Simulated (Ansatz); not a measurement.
This concerns the energy of the reaction as written. Reaction: cell B → cell A + CH4 (gas). The sign is products less reactants.

Cell A: a slab of Al2O3 (corundum, R-3c) cut along (0001), 144 atoms, hexagonal cell of 9.62 Å (80.1 Å²), symmetry P1 within 0.02 Å, 15.5 Å thick under 16 Å of vacuum, in-plane vectors held at the crystal's; planes from bottom to top: H7 | H5O12 | Al8 | O12 | Al4 × 2 | O12 | Al4 × 2 | O12 | Al4 × 2 | O12 | Al8 | H4O12 | H7 | Al | C2H4 | H2, its two faces unlike (dipole correction applied); added, foreign or displaced atoms, above the top plane and below the bottom plane and within the planes: seven times H bound to 1 O at 0.98 Å; H bound to 1 O at 1.00 Å; 11 times H bound to 1 O at 0.97 Å; four times H bound to 1 O at 0.96 Å; C2H6Al bound through Al to 2 O at 1.80–1.92 Å; spin state with PBE: run without spin, k-point mesh 3×3×1.
```xyz
144
Lattice="9.6175 0.0000 0.0000 -4.8087 8.3290 0.0000 0.0000 0.0000 31.7651" Properties=species:S:1:pos:R:3 pbc="T T T"
Al     0.0972     2.8668    19.0114
Al     0.0460     2.8738     9.8316
Al     2.4479     1.4836    11.9703
Al     0.0479     2.8745    12.4730
Al     0.0346     0.0907    10.1474
Al     0.0483     0.0989    14.1639
Al     0.0448     2.8727    16.3567
Al     0.0475     0.0960    16.8531
Al     2.4444     1.4869    14.6612
Al     2.4702     1.5612    18.5792
O      3.3959     0.0668     8.9574
O      3.9996     1.4896    19.7499
O     -1.5413     3.0834     8.9117
O      1.6344     2.5804    19.9455
O      0.7490     1.4233     8.9666
O      1.6410     0.0025    20.1314
O      0.9776     1.4881    13.3201
O      1.5273     2.8667    11.1199
O      3.1845     0.2143    13.3215
O     -0.6936     4.1612    11.1308
O      3.1866     2.7609    13.3182
O     -0.7017     1.5866    11.1093
O     -1.4265     2.8693    17.6887
O      1.5215     0.0914    15.5123
O      0.8089     1.5805    17.6907
O     -0.6842     1.3713    15.5053
O      0.8078     4.1457    17.7157
O      1.7107     2.9920    15.5026
Al    -2.3408     7.0409    18.9892
Al    -2.3602     7.0801     9.8438
Al     0.0454     5.6509    11.9830
Al    -2.3583     7.0400    12.4800
Al    -2.3363     4.2995    10.1989
Al    -2.3534     4.2618    14.1653
Al    -2.3632     7.0322    16.3502
Al    -2.3447     4.2606    16.8560
Al     0.0433     5.6543    14.6690
Al     0.0551     5.6246    18.6485
O      0.9641     4.1953     8.9493
O      1.6085     5.6722    19.8274
O     -3.9501     7.1764     8.9527
O     -0.7482     6.9219    19.8924
O     -1.6028     5.6357     9.0114
O     -0.6205     4.3105    19.8913
O     -1.4248     5.6557    13.3309
O     -0.8792     7.0463    11.1451
O      0.7803     4.3756    13.3203
O     -3.1069     8.3311    11.1229
O      0.7817     6.9264    13.3319
O     -3.0899     5.7543    11.1376
O     -3.8423     7.0456    17.7380
O     -0.8813     4.2648    15.5111
O     -1.6085     5.7660    17.7014
O     -3.0943     5.5396    15.5124
O     -1.6441     8.3327    17.7474
O     -0.6965     7.1607    15.5210
Al     4.8724     2.8948    18.9486
Al     4.8705     2.9038     9.8906
Al     7.2657     1.4888    11.9773
Al     4.8557     2.8757    12.5008
Al     4.8471     0.0860    10.2209
Al     4.8519     0.1016    14.1710
Al     4.8632     2.8771    16.3237
Al     4.8514     0.0972    16.8637
Al     7.2641     1.4857    14.6645
Al     7.2600     1.4869    18.6269
O      8.1352    -0.0230     8.9176
O      8.7611     1.5005    19.7655
O      3.2652     2.9227     8.9928
O      6.4619     2.7783    19.8557
O      5.6474     1.4705     8.9394
O      6.5601     0.1592    19.8718
O      5.7885     1.4904    13.3240
O      6.3487     2.8835    11.1168
O      7.9951     0.2111    13.3221
O      4.1115     4.1607    11.1236
O      8.0002     2.7593    13.3168
O      4.1314     1.5983    11.1272
O      3.3805     2.8924    17.6706
O      6.3246     0.0961    15.5037
O      5.6065     1.6026    17.6698
O      4.1125     1.3713    15.5096
O      5.6022     4.1587    17.6884
O      6.5278     2.9929    15.4932
Al     2.4496     7.0673    18.9581
Al     2.4653     7.0140     9.8893
Al     4.8598     5.6552    11.9720
Al     2.4493     7.0381    12.5007
Al     2.4372     4.2470    10.1865
Al     2.4479     4.2621    14.1601
Al     2.4529     7.0437    16.3378
Al     2.4515     4.2781    16.8393
Al     4.8581     5.6527    14.6594
Al     4.8525     5.6285    18.6335
O      5.7487     4.2346     8.9597
O      6.4007     5.6424    19.8049
O      0.8414     7.1162     9.0268
O      4.0694     6.9431    19.8697
O      3.1723     5.5840     8.9749
O      4.1600     4.3148    19.8728
O      3.3855     5.6528    13.3223
O      3.9326     7.0372    11.1243
O      5.5928     4.3766    13.3199
O      1.6985     8.3245    11.1354
O      5.5928     6.9261    13.3210
O      1.7156     5.7507    11.1427
O      0.9544     7.0264    17.7037
O      3.9244     4.2639    15.4955
O      3.1978     5.7650    17.6933
O      1.7156     5.5414    15.5064
O      3.1867     8.3159    17.6858
O      4.1236     7.1525    15.5056
H      3.8101     1.5997    20.7028
H      0.6744    -0.2113    20.0014
H      1.3178     5.7800    20.7416
H     -0.8569     6.4293    20.7195
H     -1.5992     4.2503    19.9141
H      8.5545     1.4978    20.7096
H      6.3795     2.3106    20.6998
H      5.5806     0.1349    19.9007
H      6.1361     5.6635    20.7321
H      3.9502     6.4648    20.7043
H      3.1809     4.2841    19.9184
H      2.8813     0.9014     8.9138
H      7.4664     2.3351     8.8157
H      0.4064     1.2000     8.0899
H      0.4438     5.0261     8.9286
H      5.1923     6.3278     8.8539
H     -1.8526     5.4829     8.0922
H      7.4583     0.6737     8.8655
H      3.2094     3.2784     8.0975
H      5.1333     1.2783     8.1383
H      6.1214     3.9314     8.1199
H      0.7572     7.3721     8.1014
H      2.7312     5.4769     8.1204
C      0.0174     1.4053    22.5794
Al     1.6061     1.4682    21.3654
C      3.2383     1.5207    22.5522
H     -0.5427     2.3565    22.5842
H     -0.7114     0.5987    22.3916
H      0.3593     1.2573    23.6158
H      2.8406     1.5002    23.5787
H      3.8496     2.4373    22.4973
H      3.9298     0.6652    22.4867
```

Cell B: a slab of Al2O3 (corundum, R-3c) cut along (0001), 149 atoms, hexagonal cell of 9.62 Å (80.1 Å²), symmetry P1 within 0.02 Å, 15.7 Å thick under 16 Å of vacuum, in-plane vectors held at the crystal's; planes from bottom to top: H7 | H5O12 | Al8 | O12 | Al4 × 2 | O12 | Al4 × 2 | O12 | Al4 × 2 | O12 | Al8 | H4O12 | H8 | C3H6Al | H3, its two faces unlike (dipole correction applied); added, foreign or displaced atoms, above the top plane and below the bottom plane and within the planes: seven times H bound to 1 O at 0.98 Å; H bound to 1 O at 0.99 Å; 14 times H bound to 1 O at 0.97 Å; two times H bound to 1 O at 0.96 Å; C3H9Al bound through Al to 1 O at 2.00 Å; spin state with PBE: run without spin, k-point mesh 3×3×1.
```yaml
crystal:
  lattice:
    - [9.61749, 0.00000, 0.00000]
    - [-4.80874, 8.32899, 0.00000]
    - [0.00000, 0.00000, 31.85261]
  atoms:
    - { symbol: Al, position: [0.16945, 0.33701, 0.59601] }
    - { symbol: Al, position: [0.17080, 0.33385, 0.30903] }
    - { symbol: Al, position: [0.33696, 0.16699, 0.37617] }
    - { symbol: Al, position: [0.17097, 0.33396, 0.39197] }
    - { symbol: Al, position: [0.00252, 0.99968, 0.31898] }
    - { symbol: Al, position: [0.00449, 0.00062, 0.44511] }
    - { symbol: Al, position: [0.17139, 0.33457, 0.51358] }
    - { symbol: Al, position: [0.00493, 0.00162, 0.52973] }
    - { symbol: Al, position: [0.33734, 0.16759, 0.46064] }
    - { symbol: Al, position: [0.33878, 0.16548, 0.58544] }
    - { symbol: O, position: [0.35067, 0.99690, 0.28157] }
    - { symbol: O, position: [0.49780, 0.17231, 0.62184] }
    - { symbol: O, position: [0.01832, 0.35900, 0.28016] }
    - { symbol: O, position: [0.33300, 0.33222, 0.62973] }
    - { symbol: O, position: [0.15678, 0.15968, 0.28188] }
    - { symbol: O, position: [0.18737, 0.01315, 0.62356] }
    - { symbol: O, position: [0.18447, 0.16772, 0.41858] }
    - { symbol: O, position: [0.32438, 0.33301, 0.34947] }
    - { symbol: O, position: [0.33746, 0.01469, 0.41851] }
    - { symbol: O, position: [0.17123, 0.48837, 0.34982] }
    - { symbol: O, position: [0.49055, 0.32052, 0.41854] }
    - { symbol: O, position: [0.01576, 0.17937, 0.34918] }
    - { symbol: O, position: [0.01492, 0.33227, 0.55586] }
    - { symbol: O, position: [0.15722, 0.00093, 0.48731] }
    - { symbol: O, position: [0.17477, 0.18309, 0.55674] }
    - { symbol: O, position: [0.00509, 0.15402, 0.48744] }
    - { symbol: O, position: [0.32486, 0.48813, 0.55658] }
    - { symbol: O, position: [0.35133, 0.34802, 0.48727] }
    - { symbol: Al, position: [0.17322, 0.83940, 0.59531] }
    - { symbol: Al, position: [0.17317, 0.83894, 0.30939] }
    - { symbol: Al, position: [0.33761, 0.66735, 0.37651] }
    - { symbol: Al, position: [0.17084, 0.83397, 0.39213] }
    - { symbol: Al, position: [0.00869, 0.50501, 0.32057] }
    - { symbol: Al, position: [0.00457, 0.50084, 0.44507] }
    - { symbol: Al, position: [0.17059, 0.83362, 0.51313] }
    - { symbol: Al, position: [0.00405, 0.50057, 0.52958] }
    - { symbol: Al, position: [0.33754, 0.66729, 0.46076] }
    - { symbol: Al, position: [0.33501, 0.66769, 0.58580] }
    - { symbol: O, position: [0.34559, 0.49244, 0.28131] }
    - { symbol: O, position: [0.49562, 0.66895, 0.62204] }
    - { symbol: O, position: [0.01353, 0.85041, 0.28145] }
    - { symbol: O, position: [0.33330, 0.82548, 0.62337] }
    - { symbol: O, position: [0.16517, 0.66546, 0.28327] }
    - { symbol: O, position: [0.18369, 0.50933, 0.62415] }
    - { symbol: O, position: [0.18481, 0.66756, 0.41873] }
    - { symbol: O, position: [0.32511, 0.83487, 0.35022] }
    - { symbol: O, position: [0.33728, 0.51398, 0.41863] }
    - { symbol: O, position: [0.17053, 0.98908, 0.34956] }
    - { symbol: O, position: [0.49093, 0.82027, 0.41874] }
    - { symbol: O, position: [0.01761, 0.67966, 0.35003] }
    - { symbol: O, position: [0.01498, 0.83353, 0.55613] }
    - { symbol: O, position: [0.15749, 0.50079, 0.48737] }
    - { symbol: O, position: [0.17000, 0.68100, 0.55596] }
    - { symbol: O, position: [0.00406, 0.65360, 0.48713] }
    - { symbol: O, position: [0.32501, 0.98823, 0.55544] }
    - { symbol: O, position: [0.35106, 0.84792, 0.48695] }
    - { symbol: Al, position: [0.67193, 0.33340, 0.59527] }
    - { symbol: Al, position: [0.67430, 0.33751, 0.31090] }
    - { symbol: Al, position: [0.83828, 0.16757, 0.37642] }
    - { symbol: Al, position: [0.67084, 0.33408, 0.39284] }
    - { symbol: Al, position: [0.50274, 0.99920, 0.32124] }
    - { symbol: Al, position: [0.50407, 0.00074, 0.44501] }
    - { symbol: Al, position: [0.67101, 0.33375, 0.51311] }
    - { symbol: Al, position: [0.50446, 0.00017, 0.52924] }
    - { symbol: Al, position: [0.83811, 0.16750, 0.46084] }
    - { symbol: Al, position: [0.83632, 0.16469, 0.58584] }
    - { symbol: O, position: [0.83806, 0.98602, 0.28038] }
    - { symbol: O, position: [0.99964, 0.16968, 0.62166] }
    - { symbol: O, position: [0.50850, 0.33972, 0.28270] }
    - { symbol: O, position: [0.83060, 0.31960, 0.62449] }
    - { symbol: O, position: [0.66906, 0.16542, 0.28104] }
    - { symbol: O, position: [0.68423, 0.00640, 0.62410] }
    - { symbol: O, position: [0.68500, 0.16782, 0.41863] }
    - { symbol: O, position: [0.82680, 0.33509, 0.34939] }
    - { symbol: O, position: [0.83776, 0.01446, 0.41866] }
    - { symbol: O, position: [0.67078, 0.48836, 0.34961] }
    - { symbol: O, position: [0.99092, 0.32021, 0.41859] }
    - { symbol: O, position: [0.51901, 0.18077, 0.34972] }
    - { symbol: O, position: [0.51592, 0.33519, 0.55662] }
    - { symbol: O, position: [0.65726, 0.00055, 0.48706] }
    - { symbol: O, position: [0.67166, 0.18080, 0.55547] }
    - { symbol: O, position: [0.50433, 0.15417, 0.48705] }
    - { symbol: O, position: [0.82581, 0.48893, 0.55661] }
    - { symbol: O, position: [0.85144, 0.34820, 0.48708] }
    - { symbol: Al, position: [0.66964, 0.83440, 0.59548] }
    - { symbol: Al, position: [0.67085, 0.83086, 0.31085] }
    - { symbol: Al, position: [0.83834, 0.66766, 0.37629] }
    - { symbol: Al, position: [0.67107, 0.83382, 0.39283] }
    - { symbol: Al, position: [0.50187, 0.49868, 0.32017] }
    - { symbol: Al, position: [0.50395, 0.50061, 0.44513] }
    - { symbol: Al, position: [0.67142, 0.83406, 0.51330] }
    - { symbol: Al, position: [0.50455, 0.50145, 0.52957] }
    - { symbol: Al, position: [0.83759, 0.66749, 0.46073] }
    - { symbol: Al, position: [0.83745, 0.66757, 0.58609] }
    - { symbol: O, position: [0.84545, 0.49725, 0.28166] }
    - { symbol: O, position: [0.00290, 0.67956, 0.62501] }
    - { symbol: O, position: [0.50824, 0.84325, 0.28376] }
    - { symbol: O, position: [0.82929, 0.82146, 0.62437] }
    - { symbol: O, position: [0.65865, 0.65925, 0.28213] }
    - { symbol: O, position: [0.68422, 0.50466, 0.62461] }
    - { symbol: O, position: [0.68483, 0.66726, 0.41873] }
    - { symbol: O, position: [0.82481, 0.83364, 0.34968] }
    - { symbol: O, position: [0.83741, 0.51407, 0.41859] }
    - { symbol: O, position: [0.66992, 0.98828, 0.34995] }
    - { symbol: O, position: [0.99087, 0.82036, 0.41859] }
    - { symbol: O, position: [0.51715, 0.67909, 0.35016] }
    - { symbol: O, position: [0.51487, 0.83210, 0.55561] }
    - { symbol: O, position: [0.65734, 0.50028, 0.48728] }
    - { symbol: O, position: [0.67197, 0.67970, 0.55613] }
    - { symbol: O, position: [0.50448, 0.65353, 0.48722] }
    - { symbol: O, position: [0.82433, 0.98730, 0.55581] }
    - { symbol: O, position: [0.85133, 0.84795, 0.48703] }
    - { symbol: H, position: [0.47223, 0.18079, 0.65107] }
    - { symbol: H, position: [0.43029, 0.43895, 0.62550] }
    - { symbol: H, position: [0.08632, 0.01480, 0.62459] }
    - { symbol: H, position: [0.47610, 0.67420, 0.65171] }
    - { symbol: H, position: [0.29965, 0.77530, 0.65066] }
    - { symbol: H, position: [0.08028, 0.50516, 0.62675] }
    - { symbol: H, position: [0.98482, 0.17178, 0.65170] }
    - { symbol: H, position: [0.79195, 0.25835, 0.65027] }
    - { symbol: H, position: [0.58043, 0.00244, 0.62555] }
    - { symbol: H, position: [0.99594, 0.72522, 0.65148] }
    - { symbol: H, position: [0.78788, 0.77622, 0.65176] }
    - { symbol: H, position: [0.73339, 0.51123, 0.65158] }
    - { symbol: H, position: [0.34725, 0.09710, 0.28019] }
    - { symbol: H, position: [0.90993, 0.26925, 0.27713] }
    - { symbol: H, position: [0.10756, 0.13282, 0.25438] }
    - { symbol: H, position: [0.34135, 0.59218, 0.28065] }
    - { symbol: H, position: [0.91322, 0.74850, 0.27836] }
    - { symbol: H, position: [0.12990, 0.64698, 0.25442] }
    - { symbol: H, position: [0.80960, 0.06974, 0.27876] }
    - { symbol: H, position: [0.52405, 0.38242, 0.25459] }
    - { symbol: H, position: [0.60421, 0.14240, 0.25587] }
    - { symbol: H, position: [0.86592, 0.46093, 0.25527] }
    - { symbol: H, position: [0.51437, 0.87366, 0.25469] }
    - { symbol: H, position: [0.60661, 0.64654, 0.25527] }
    - { symbol: C, position: [0.43567, 0.53934, 0.71364] }
    - { symbol: Al, position: [0.32367, 0.31279, 0.69230] }
    - { symbol: C, position: [0.09775, 0.19288, 0.71322] }
    - { symbol: C, position: [0.44612, 0.20702, 0.71313] }
    - { symbol: H, position: [0.43518, 0.53364, 0.74824] }
    - { symbol: H, position: [0.37372, 0.60680, 0.70613] }
    - { symbol: H, position: [0.56335, 0.61403, 0.70496] }
    - { symbol: H, position: [0.10655, 0.18705, 0.74767] }
    - { symbol: H, position: [0.02526, 0.06716, 0.70286] }
    - { symbol: H, position: [0.02723, 0.25350, 0.70838] }
    - { symbol: H, position: [0.40068, 0.07959, 0.70567] }
    - { symbol: H, position: [0.42858, 0.20906, 0.74736] }
    - { symbol: H, position: [0.57767, 0.27168, 0.70907] }
```

Reference: an isolated CH4 molecule (singlet) in a box of 12 × 12 × 13 Å.

Computed with Ansatz (plane waves, PAW), its default PAW set, cutoff 420 eV, 500 eV for r2SCAN. The structures are at rest with PBE, within the held lattices; other levels are single points on them. HSE06 runs on coarser k-point meshes, mended by the PBE difference between the two meshes. Neutral cells; Fermi-Dirac smearing of at most 0.05 eV in the solids, energies taken to zero width. The lattices are those relaxed with PBE, so at other levels the solids can be strained, which adds to the spread. Larger cells are relaxed from a start prepared with the learned potential CHGNet, on a coarser mesh till forces fall under 0.03 eV/Å, which some starts already meet. A dispersion term (D3(BJ), or D4 for r2SCAN) was computed beside these levels and is taken off wherever the name lacks it. Static lattices, no vibrational contributions. The structures are the rest points that the relaxations reached, not proven lowest. Values are for these cell sizes.

Q: What value does r2SCAN give?

A: -1.14 eV, for cell B → cell A + CH4 (gas).

Q: What do the other levels give, and how wide is the spread?

A: 
| Functional | value (eV) | less r2SCAN |
|---|---|---|
| PBE | -1.22 | -0.08 |
| HSE06 | -1.22 | -0.08 |

The levels shown span 0.08 eV, from PBE (-1.22) to r2SCAN (-1.14).

Ansatz is a first-principles code.
